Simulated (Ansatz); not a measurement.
Take NaCl in the rock salt structure (space group Fm-3m, No. 225; a = 5.6015 Å) as the base. Axes: x, y, z lie along the cube axes.

The values are results of Ansatz (a program for electronic structure) PBEsol, no SOC, not measurements.

For the base:

- Pressure = 0.01 GPa
- Band gap = 5.01 eV

The change: tensor shear ε_xy = +2.00 % (engineering shear γ = 0.0400); the atoms relax in the strained cell.

**Question.** Predict the new pressure.

**Answer.** The pressure (mean of the normal stresses, compression positive) is still 0.01 GPa.

**Question.** What happens to the energy relative to the base?

**Answer.** The energy increases by 1.3 meV/atom.

**Question.** How does this affect the band gap?

**Answer.** The band gap shrinks by 0.085 eV, from 5.01 eV to 4.93 eV.

No phonon test of stability was made.
